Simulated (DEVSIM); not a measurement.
System: Pd/HfO2/SiO2/n-Si capacitor, at 300 K.

| layer (left to right) | material | thickness (nm) | Nd (cm⁻³) |
|---|---|---|---|
| 1 | HfO2 | 4.40 | - |
| 2 | SiO2 | 0.830 | - |
| 3 | Si | 630 | 8.4e17 |

Metal gate on the left, work function 5.2 eV. Fixed charge at the semiconductor interface 0 cm⁻² (in units of +e); interface traps 2.9e12 cm⁻² eV⁻¹, uniform in energy, neutral level at 0.5 of the gap above the valence band.

The device is made up for the run: typed textbook-type constants, with dimensions and the other settings drawn at random. Values at 300 K.

```tsv
parameter	HfO2	SiO2	Si
gap (eV)	5.7	9	1.124
affinity (eV)	2.5	0.9	4.05
permittivity	22	3.9	11.7
Nc (cm⁻³)	-	-	2.86e19
Nv (cm⁻³)	-	-	3.1e19
```

DEVSIM, 1D Poisson equation in equilibrium, Boltzmann statistics, complete ionisation; no quantum confinement or tunnelling. Metal contacts follow the ideal Schottky-Mott rule: no Fermi-level pinning, no interface dipoles.

The interface trap density was swept, all else fixed.

```json
[
 {"interface trap density (cm^-2 eV^-1)": "0", "flat-band voltage (V)": "1.06", "minimum of the low-frequency capacitance (μF/cm²)": "0.262", "threshold voltage (band bending 2φF) (V)": "-0.12"},
 {"interface trap density (cm^-2 eV^-1)": "1e10", "flat-band voltage (V)": "1.06", "minimum of the low-frequency capacitance (μF/cm²)": "0.263", "threshold voltage (band bending 2φF) (V)": "-0.12"},
 {"interface trap density (cm^-2 eV^-1)": "1e11", "flat-band voltage (V)": "1.06", "minimum of the low-frequency capacitance (μF/cm²)": "…", "threshold voltage (band bending 2φF) (V)": "-0.12"},
 {"interface trap density (cm^-2 eV^-1)": "3e11", "flat-band voltage (V)": "1.07", "minimum of the low-frequency capacitance (μF/cm²)": "0.298", "threshold voltage (band bending 2φF) (V)": "-0.13"},
 {"interface trap density (cm^-2 eV^-1)": "1e12", "flat-band voltage (V)": "1.09", "minimum of the low-frequency capacitance (μF/cm²)": "0.379", "threshold voltage (band bending 2φF) (V)": "-0.15"},
 {"interface trap density (cm^-2 eV^-1)": "2e12", "flat-band voltage (V)": "1.13", "minimum of the low-frequency capacitance (μF/cm²)": "0.482", "threshold voltage (band bending 2φF) (V)": "-0.19"},
 {"interface trap density (cm^-2 eV^-1)": "2.9e12", "flat-band voltage (V)": "1.16", "minimum of the low-frequency capacitance (μF/cm²)": "0.563", "threshold voltage (band bending 2φF) (V)": "-0.22"}
]
```

**Question.** Complete the blanks.

**Answer.** 
- 1e11, minimum of the low-frequency capacitance (μF/cm²): 0.274
